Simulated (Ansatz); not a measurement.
Where the default PAW files enter, the runs use the earlier of Ansatz's two default sets.

Evanescent states of SiO$_{2}$ (P3_121, 9 atoms a cell, 12.6 Å³ an atom) along the normal of (111)

Level of theory: r2SCAN (plane waves, PAW; Ansatz, a program for electronic structure).

The gap is the functional's own. No spin-orbit coupling. Mid-gap values are interpolated on the energy grid.

Energies count from the valence-band top; κ is the least over a 6×6 mesh across the current.

```
E (eV)  κ (1/Å)  where
------  -------  -----
0.15      0.284  off Γ
0.45      0.389  off Γ
0.75      0.448      Γ
1.05      0.485      Γ
1.35      0.496      Γ
1.65      0.504      Γ
1.95      0.509      Γ
2.25      0.512      Γ
2.55      0.512      Γ
2.85      0.509      Γ
3.15      0.504      Γ
3.45      0.496      Γ
3.75      0.485      Γ
4.05      0.472      Γ
4.35      0.455      Γ
4.65      0.434      Γ
4.95      0.409      Γ
5.25      0.379      Γ
5.55      0.343      Γ
5.85      0.297      Γ
6.15      0.236      Γ
6.45      0.141      Γ
```

Task: How thick must the barrier be to attenuate the transmission by 10^6 when the electrodes' Fermi level lies at 0.45 eV, and what attenuation does that film give at 2.85 eV?

Result: d = 6 ln 10 / (2 × 0.389) = 17.8 Å. At 2.85 eV it gives 6 × 0.509/0.389 = 7.9 decades.
